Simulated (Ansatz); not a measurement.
# A computed series for CdS: response to strain

Consider CdS in the zinc blende structure (space group F-43m, No. 216; a = 5.878 Å).

Strains are applied to the cell and any free atomic positions relax.

Calculations: r2SCAN, PAW, 500 eV (Ansatz, a first-principles code; no spin-orbit coupling).

```tsv
isotropic strain (%)	pressure (GPa)
-3	6.8
-2.5	5.5
-2	4.2
-1.5	3.0
-1	?
-0.5	0.9
0	0.0
```

Fit P = P₀ − Bδ + Cδ² with δ = (1 + ε)³ − 1 to the rows shown and predict the withheld row.

Least squares on the printed values gives P₀ = 0.0 GPa, B = 57.8 GPa, C = 233 GPa (largest residual 0.0 GPa); this predicts 1.9 GPa, and the run gives 2.0 GPa, in agreement.

Whether these cells are dynamically stable was not tested.
